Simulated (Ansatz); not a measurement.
# Response to strain in SiC

Base system: SiC in the wurtzite structure (space group P6_3mc, No. 186; a = 3.056 Å, c = 5.016 Å).

Strains are applied to the cell and any free atomic positions relax.

Level of theory: LDA (Ansatz, an electronic-structure program), spin-orbit coupling left out.

Notes on the quantities. pressure: mean of the normal stresses, compression positive.

```csv
variant,band gap,pressure,volume per atom,electron mass
base,2.13 eV,0.00 GPa,10.14 Å³,"0.26 mₑ along c, 0.43 mₑ across (at K)"
isotropic strain +0.60 %,(withheld),-3.99 GPa,10.33 Å³,"0.26 mₑ along c, 0.43 mₑ across (at K)"
isotropic strain +1.20 %,2.19 eV,-7.69 GPa,10.51 Å³,"0.26 mₑ along c, 0.44 mₑ across (at K)"
isotropic strain +1.80 %,2.23 eV,-11.11 GPa,10.70 Å³,"0.27 mₑ along c, 0.44 mₑ across (at K)"
isotropic strain +2.40 %,2.26 eV,-14.26 GPa,10.89 Å³,"0.27 mₑ along c, 0.44 mₑ across (at K)"
isotropic strain +3.00 %,(withheld),(withheld),11.09 Å³,"0.27 mₑ along c, 0.45 mₑ across (at K)"
```

Fill in the withheld entries from the trend.


- isotropic strain +0.60 %, band gap: 2.16 eV
- isotropic strain +3.00 %, band gap: 2.29 eV
- isotropic strain +3.00 %, pressure: -17.17 GPa

Masses are band curvatures over ±0.01 Å⁻¹ around the edge. No phonon test of stability was made.
